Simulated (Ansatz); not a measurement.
# TiC: element substitutions

Base system: TiC in the rock salt structure (space group Fm-3m, No. 225; a = 4.293 Å).

Each row replaces one element on all its sites; cell and atoms are relaxed.

Method: Kohn–Sham DFT with the PBEsol functional, run in Ansatz (a quantum-chemistry and plane-wave program) with PAW and 420 eV plane waves, spin-orbit coupling left out, earlier PAW set.

Candidates:
(a) Ti → Cd
(b) C → B
(c) Ti → Ca

Base values:

Shortest interatomic distance: 2.146 Å

**Question.** Order them by shortest interatomic distance, highest first.

**Answer.** (c) Ti → Ca (2.576 Å), (a) Ti → Cd (2.376 Å), (b) C → B (2.245 Å)

Stability against distortions was not tested. As relaxed here, CdC, TiB and CaC are hypothetical phases, not in the database extracts checked. The final runs are not spin-polarised. An odd electron count without spin: TiB.
